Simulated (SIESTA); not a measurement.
Input and output of a self-consistent single point for ZnRh3 (I4/mmm, 4 atoms in the cell) (SIESTA).

Level of theory: LDA PW92, numerical atomic orbitals DZP, PseudoDojo LDA standard norm-conserving potentials (rewritten from UPF to PSML) in SIESTA.

The change in words: lattice scaled by 0.98. Reference geometry:
```xyz
4
Lattice="-1.8583 1.8583 3.7086 1.8583 -1.8583 3.7086 1.8583 1.8583 -3.7086" Properties=species:S:1:pos:R:3 pbc="T T T"
Zn     0.0000     0.0000     0.0000
Rh     0.0000     1.8583     1.8543
Rh     1.8583     0.0000     1.8543
Rh     0.0000     0.0000     3.7086
```

Reference input (self-consistent single point, DFT, LDA PW92, numerical atomic orbitals DZP, PseudoDojo LDA standard norm-conserving potentials (rewritten from UPF to PSML)): XC.functional = LDA; XC.authors = PW92; potentials = PseudoDojo LDA standard; PAO.BasisSize = DZP; PAO.EnergyShift = 0.005 Ry; MeshCutoff = 350 Ry; kgrid.MonkhorstPack = 11 11 11; OccupationFunction = MP; OccupationMPOrder = 0; ElectronicTemperature = 0.05 eV; MaxSCFIterations = 150; SCF.Mixer.Method = Pulay. This run's input differs from it in these lines:

```diff
@@ -12,5 +12,5 @@
 %block LatticeVectors
-    -3.511638373    3.511638373    7.008291218
-     3.511638373   -3.511638373    7.008291218
-     3.511638373    3.511638373   -7.008291218
+    -3.441404812    3.441404812    6.868124562
+     3.441404812   -3.441404812    6.868124562
+     3.441404812    3.441404812   -6.868124562
 %endblock LatticeVectors
@@ -19,5 +19,5 @@
      0.000000000    0.000000000    0.000000000  1
-    -0.000000000    3.511638373    3.504145609  2
-     3.511638373    0.000000000    3.504145609  2
-     0.000000000    0.000000000    7.008291218  2
+     0.000000000    3.441404812    3.434062281  2
+     3.441404812    0.000000000    3.434062281  2
+     0.000000000    0.000000000    6.868124562  2
 %endblock AtomicCoordinatesAndAtomicSpecies
```

Output (repeated stretches shortened):

```
        iscf     Eharris(eV)        E_KS(eV)     FreeEng(eV)     dDmax    Ef(eV) dHmax(eV)
   scf:    1   -15157.414627   -15235.348739   -15235.353139  1.618378 -1.808335 37.933426
   scf:    2   -15266.968928   -15254.766149   -15254.768387  0.297142 -2.224088 16.147681
   scf:    3   -15260.983881   -15258.183180   -15258.185432  0.229997 -2.631097  8.415729
   scf:    4   -15260.654187   -15259.898325   -15259.902187  0.389784 -3.337355  0.821310
   scf:    5   -15259.917039   -15259.909101   -15259.913015  0.016491 -3.375514  0.682629
   [... 6 lines left out ...]
   scf:   12   -15259.922986   -15259.922988   -15259.926928  0.000523 -3.405207  0.001102
   scf:   13   -15259.922988   -15259.922988   -15259.926928  0.000188 -3.405144  0.005869
   scf:   14   -15259.922989   -15259.922989   -15259.926928  0.000166 -3.405214  0.000023
   scf:   15   -15259.922989   -15259.922989   -15259.926928  0.000001 -3.405214  0.000023
SCF Convergence by DM+H criterion
max |DM_out - DM_in|         :     0.0000009599
max |H_out - H_in|      (eV) :     0.0000229567
SCF cycle converged after 15 iterations

Using DM_out to compute the final energy and forces

siesta: E_KS(eV) =           -15259.9230

siesta: E_KS - E_eggbox =    -15259.9230

siesta: Atomic forces (eV/Ang):
     1    0.000000   -0.000000    0.000000
     2    0.000280   -0.000280   -0.000000
     3   -0.000280    0.000280    0.000000
     4   -0.000000   -0.000000    0.000000
   Tot    0.000000   -0.000000   -0.000000
   Max    0.000280
   Res    0.000161    sqrt( Sum f_i^2 / 3N )
   Max    0.000280    constrained

Stress tensor Voigt[x,y,z,yz,xz,xy] (kbar):     -296.54     -296.54     -294.37       -0.09       -0.09        0.98
(Free)E + p*V (eV/cell)   -15251.0251
   [... lines left out ...]
siesta: FreeEng =    -15259.926928
   [... lines left out ...]
siesta:    -0.185083    0.000610   -0.000056
siesta:     0.000610   -0.185083   -0.000056
siesta:    -0.000056   -0.000056   -0.183728

siesta: Cell volume =         48.213990 Ang**3

siesta: Pressure (static):
siesta:                Solid            Molecule  Units
siesta:           0.00201089          0.00201097  Ry/Bohr**3
siesta:           0.18463128          0.18463832  eV/Ang**3
siesta:         295.81191586        295.82319972  kBar
```

The run converged in 15 iterations. Against the reference run the free energy goes up by 84.7 meV/atom and the pressure goes from 7.84 to 29.58 GPa.

The starting cell comes from a database of computed structures (which also holds hypothetical and non-ambient phases and stackings), without a prior relaxation at this level. Its lattice was rescaled by a random factor within 2.5 % of one. For this run, on top of that: lattice scaled by 0.98. Spin polarisation is off. Values carry the incompleteness of an atom-centred basis. With a pressure of about 30 GPa the cell is away from its equilibrium volume at this level.

Cost on one core of a shared machine: roughly 3 min.
